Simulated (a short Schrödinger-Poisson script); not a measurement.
From a short Schrödinger-Poisson script (our own, NumPy): one-band effective-mass equation with BenDaniel-Duke matching, electrons, heavy and light holes apart, hard walls at the outer ends, one valence edge for both holes (no strain splitting), no charge, excitons, band mixing or non-parabolicity; under a field the levels are quasi-bound states of a box, listed while three quarters of their weight lies within 4 nm of the wells.

Stack: single In0.4Ga0.6As/GaAs quantum well.

From the first side: 20 nm GaAs; 8 nm In0.4Ga0.6As; 20 nm GaAs.

Constants are typed, rounded textbook-type inputs, not results; the design itself was drawn at random and stands for no fabricated device. In0.4Ga0.6As: direct gap (eV) 1.024, conduction-band edge (eV) 0, electron mass (mₑ) 0.051, heavy-hole mass 0.37, light-hole mass 0.08. GaAs: direct gap (eV) 1.424, conduction-band edge (eV) 0.26, electron mass (mₑ) 0.067, heavy-hole mass 0.377, light-hole mass 0.09.

The valence-band edge of each layer lies one gap below its conduction-band edge. The electron's potential energy rises along the stack by the applied field. Mesh 0.03 nm at interfaces.

Question: Give the e2 − e1 (meV); the shift of e1-hh1 at 45 kV/cm (meV); the e1-hh1 transition at zero applied field (eV).

Answer: e2 − e1 (meV): 143; shift of e1-hh1 at 45 kV/cm (meV): -2.7; e1-hh1 transition at zero applied field (eV): 1.086. Excitons are left out, and strain enters only through the typed gaps and offsets, so measured lines lie elsewhere.
